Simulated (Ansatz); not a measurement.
## What x(Ge) = 0.5, 8 atoms, Cm does to Si

Take Si in the diamond structure (space group Fd-3m, No. 227; a = 5.4441 Å) as the base.

The other end (x = 1) is Ge in the diamond structure (space group Fd-3m, No. 227): 22.82 Å³/atom, gap 0.37 eV.

Now apply this change: a fraction x = 0.5 of the Si sites is given to Ge, ordered in a cell of 8 atoms (starting symmetry Cm) and fully relaxed.

The values are results of r2SCAN (Ansatz, a quantum-chemistry and plane-wave program), no spin-orbit coupling, earlier PAW set, not measurements. Γ-centred 9×9×5 mesh, Fermi–Dirac width 0.05 eV, for the changed cell.

| quantity | base | changed | shift |
|---|---|---|---|
| volume per atom | 20.17 Å³ | 21.33 Å³ | +1.16 Å³ |
| density | 2.31 g/cm³ | 3.92 g/cm³ | +1.61 g/cm³ |
| shortest interatomic distance | 2.357 Å | 2.353 Å | -0.0048 Å |
| band gap (an upper bound: an edge found on the path is not a true extremum; the changed cell) | 0.78 eV | 0.77 eV | -0.01 eV |
| mixing energy | – | +9 meV/atom | – |

Final structure:

```xyz
8
Lattice="6.5022 -1.9620 0.0000 6.5022 1.9620 0.0000 -1.1815 0.0000 6.6882" Properties=species:S:1:pos:R:3 pbc="T T T"
Ge     1.2165     0.0000     2.5054
Ge     7.0889     0.0000     5.8608
Si     4.7154     0.0000     0.8047
Ge    10.6268     0.0000     4.2092
Si     8.2705     0.0000     3.7707
Si     2.3945     0.0000     0.4127
Ge    11.8081     0.0000     2.0575
Si     4.7176     0.0000     5.4599
```

These are small ordered cells, not random alloys; other orderings at the same x differ. Whether these cells are dynamically stable was not tested.
